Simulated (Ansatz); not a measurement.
Formation energy of the bound charge states of Ge on the Al site (broken-bond start) in wurtzite AlN (start: the Al site; started 0.95 Å off site, one bond broken, along c; 96-site cell, 2×2×2 shifted sampling) against the Fermi level, N-rich (Δμ(Al) = -2.74 eV, Δμ(Ge) = -0.009 eV, bounded by Ge3N4 (P31c); only phases computed here count, gases as isolated molecules at 0 K). Method: PBE, PAW (plane waves to 420 eV; Ansatz, a program for electronic structure).

Details: 96-site cell; 2×2×2 shifted k-points; host gap 4.03 eV; charged states image-corrected; energies good to tenths of an eV; flagged in the runs: a host whose relaxation on this sampling wasn't shown to rest, a strain field that reaches the edge of the cell.

```
E_F − E_VBM (eV)  q = +1  q = 0  q = −1
----------------  ------  -----  ------
0.00               -1.83   2.12    5.40
0.50               -1.33   2.12    4.89
1.01               -0.82   2.12    4.39
1.51               -0.32   2.12    3.88
2.02                0.19   2.12    3.38
2.52                0.69   2.12    2.87
3.03                1.19   2.12    2.37
3.53                1.70   2.12    1.87
4.03                2.20   2.12    1.36
```

Crossings of the lowest lines: (+1/−1) at 3.61 eV.
